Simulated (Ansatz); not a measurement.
# ZrIr (Pm-3m): band-structure transport figures

Input:

```
CELL_PARAMETERS angstrom
      3.26786     0.00000     0.00000
      0.00000     3.26786     0.00000
      0.00000     0.00000     3.26786
ATOMIC_POSITIONS crystal
  Zr 0.50000 0.50000 0.50000
  Ir 0.00000 0.00000 0.00000
```

These are PBEsol, rigid bands (plane waves, PAW, scalar-relativistic; Ansatz, an electronic-structure program) values and carry that method's errors. Cell: cell and atoms relaxed with PBEsol.

```
Quantity                                                          Value
------------------------------------  ---------------------------------
density of states at the Fermi level  1.77 states/(eV·cell), both spins
bare Sommerfeld coefficient                    2.1 mJ/(mol of atoms·K²)
Drude plasma energy                                              7.4 eV
root-mean-square Fermi velocity                               6.4e5 m/s
resistivity times τ                                    8.9 ×10⁻²² Ω·m·s
```

A metal at this level (no band gap); rigid bands, thermally averaged at 300 K, both spins. Spin-orbit coupling is left out, which matters with elements this heavy. τ is one relaxation time for all states.

Formula and space group known from diffraction (Crystallography Open Database), not checked to be the room-temperature form: ZrIr (Pm-3m).
